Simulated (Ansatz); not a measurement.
# Variants of one calculation on ZrPbSe3 (P6_3/mmc, 10 atoms in the cell)

```
CELL_PARAMETERS angstrom
      7.69920     0.00000     0.00000
     -3.84960     6.66771     0.00000
      0.00000     0.00000     6.57783
ATOMIC_POSITIONS crystal
  Pb 0.33333 0.66667 0.75000
  Pb 0.66667 0.33333 0.25000
  Zr 0.00000 0.00000 0.00000
  Zr 0.00000 0.00000 0.50000
  Se 0.14620 0.29240 0.25000
  Se 0.70760 0.85380 0.25000
  Se 0.14620 0.85380 0.25000
  Se 0.85380 0.70760 0.75000
  Se 0.29240 0.14620 0.75000
  Se 0.85380 0.14620 0.75000
```

Base run A: PBE (Ansatz, a first-principles code), self-consistent single point.

Its settings: basis.ecutwfc = 30.9 Ry; kpoints.mp_grid.grid = 3 3 3; hamiltonian.xc = pbe; hamiltonian.pseudopotentials = {kind: paw} (the program's default PAW files); scf.occupations.method = methfessel_paxton; scf.occupations.width = 0.0073 Ry.

The starting cell was generated: these elements placed on a structure prototype, without a prior relaxation; it need not be a known phase or ordering of this composition. Spin-orbit coupling is off. In the base run, with a pressure of about 4 GPa the cell is away from its equilibrium volume at this level. In the base run, forces exceed 1 eV/Å. Ansatz's pressure includes its estimate of the finite-basis (Pulay) stress.

ΔF is the free energy per atom less that of run A. A dash stands where there is no value to compare (another energy zero or no entropy term, no result, no spin, no clean gap, or a mesh too coarse for one). Absolute energies have different zeros for different potentials, functionals, Hubbard and dispersion terms and are not compared across them.

Runs C sample the zone with one or two k-points, far too few for so small a cell.

Runs:
- B: 1 x 1 x 2 supercell, mesh divided and rounded up; kpoints.mp_grid.grid: 3 3 3 → 3 3 2
- C: kpoints.mp_grid.grid: 3 3 3 → 1 1 1
- D: scf.occupations.method: methfessel_paxton → cold; scf.occupations.width: 0.0073 Ry → 0.022 Ry
- E: hamiltonian.xc: pbe → blyp [BLYP]
- F: crystal.symmetry.detect: default → false
- G: scf.mixing.algorithm: default (the program chose MSR1) → broyden; scf.mixing.ndim: default → 12
- H: scf.mixing.algorithm: default (the program chose MSR1) → broyden; scf.mixing.beta: default → 0.5
- I: basis.precision: default → f64
- J: scf.mixing.preconditioner: default (the program chose LDOS) → kerker; scf.mixing.q_tf: default → 0.2

```
run  ΔF (meV/atom)  pressure (GPa)  largest force (eV/Å)  k-points  valence electrons
---  -------------  --------------  --------------------  --------  -----------------
A             0.00            3.88                 3.063         6                148
B            -1.02            3.87                 3.057         6                296
C            142.3            5.31                 3.856         1                148
D              5.2            3.87                 3.055         6                148
E                –            6.36                 3.401         6                148
F             0.00            3.88                 3.063        14                148
G             0.00            3.88                 3.063         6                148
H             0.00            3.88                 3.063         6                148
I             0.00            3.88                 3.063         6                148
J             0.00            3.88                 3.063         6                148
```

Run E against A: The pressure goes from 3.88 to 6.36 GPa and the largest force goes from 3.063 to 3.401 eV/Å.

Run B against A: The free energy falls by 1.0 meV/atom, the pressure hardly changes (3.88 to 3.87 GPa) and the largest force moves little (3.063 to 3.057 eV/Å).

Run C against A: The free energy goes up by 142 meV/atom, the pressure goes from 3.88 to 5.31 GPa and the largest force goes from 3.063 to 3.856 eV/Å.

Keys are those of Ansatz 0.2.
